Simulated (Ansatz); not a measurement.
Pressure series in KTaO3

Base system: KTaO3 in the cubic perovskite structure (space group Pm-3m, No. 221).

```
CELL_PARAMETERS angstrom
      4.02438     0.00000     0.00000
      0.00000     4.02438     0.00000
      0.00000     0.00000     4.02438
ATOMIC_POSITIONS crystal
  K  0.00000 0.00000 0.00000
  Ta 0.50000 0.50000 0.50000
  O  0.00000 0.50000 0.50000
  O  0.50000 0.50000 0.00000
  O  0.50000 0.00000 0.50000
```

Cell and atoms are relaxed at each pressure.

Levels (all Ansatz, a quantum-chemistry and plane-wave program, PAW): PBE (420 eV, scalar-relativistic without spin-orbit coupling); r2SCAN (500 eV, no SOC); HSE06 (420 eV, no spin-orbit coupling); PBE+SOC (420 eV, spin-orbit coupling included).

Band gaps by level, all at the geometries relaxed with PBE:

```csv
case,PBE,r2SCAN,HSE06,PBE+SOC
base,2.16 eV,2.56 eV,3.50 eV,2.02 eV
pressure −2 GPa,2.14 eV,…,3.47 eV,1.99 eV
pressure 1.8 GPa,2.18 eV,2.58 eV,…,2.04 eV
pressure 4.2 GPa,2.21 eV,2.61 eV,3.56 eV,2.07 eV
pressure 9 GPa,2.26 eV,2.67 eV,3.63 eV,2.12 eV
pressure 18 GPa,2.34 eV,2.77 eV,3.73 eV,2.20 eV
pressure 45 GPa,2.51 eV,…,3.94 eV,2.38 eV
pressure 60 GPa,2.58 eV,…,4.02 eV,2.46 eV
```

What belongs in the blanks?


- pressure −2 GPa, r2SCAN: 2.53 eV
- pressure 1.8 GPa, HSE06: 3.53 eV
- pressure 45 GPa, r2SCAN: 2.97 eV
- pressure 60 GPa, r2SCAN: 3.05 eV

Single points use the geometry relaxed with PBE. HSE06 was sampled on its mesh, a few special points and the semilocal edge points, so its gap is an upper bound. Differences between runs with and without spin-orbit coupling are approximate. With Ta present, leaving out spin-orbit coupling can change the band edges. Load acts through the strain it causes; cell and atoms are relaxed under it. Stability against distortions was not tested. Competing high-pressure phases were not computed.
